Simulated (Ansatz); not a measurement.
Y (model structure, started from the diamond type, Fd-3m, No. 227, 2 atoms in the cell)

Calculation: PBEsol in Ansatz (plane waves, PAW).

Settings: plane-wave cutoff 520 eV, 14×14×14 k mesh, Fermi–Dirac smearing 0.05 eV, scalar-relativistic PAW data made under PBE.

Cell (relaxed at this level):

Space group Fd-3m, origin choice 1 (No. 227); a = 6.8264 Å, b = 6.8264 Å, c = 6.8264 Å, α = 90.00°, β = 90.00°, γ = 90.00°

```json
[
 {"atom": "Y", "site": "8b", "symmetry": "-43m", "x": "0.5000", "y": "0.5000", "z": "0.5000"}
]
```
(The calculation used a cell of 2 atoms; values per cell refer to that cell.)

```json
{
 "band_gap": "zero (no gap)",
 "bulk modulus B0": "16.5 GPa"
}
```

Note: the bulk modulus is −V dP/dV from two relaxed cells at ±2 % in volume; the relaxation could raise the start's symmetry but not lower it, so the cell can be a saddle point.

Spin–orbit coupling is not included.

The computed numbers hold no vibrational or temperature effects.

It cost very roughly 40 core-seconds of CPU time.

A model structure was made by putting elements into a prototype or built by hand; it is no filed structure, need not be a known phase, and can be a saddle point held by its symmetry.

Ansatz is a first-principles code.
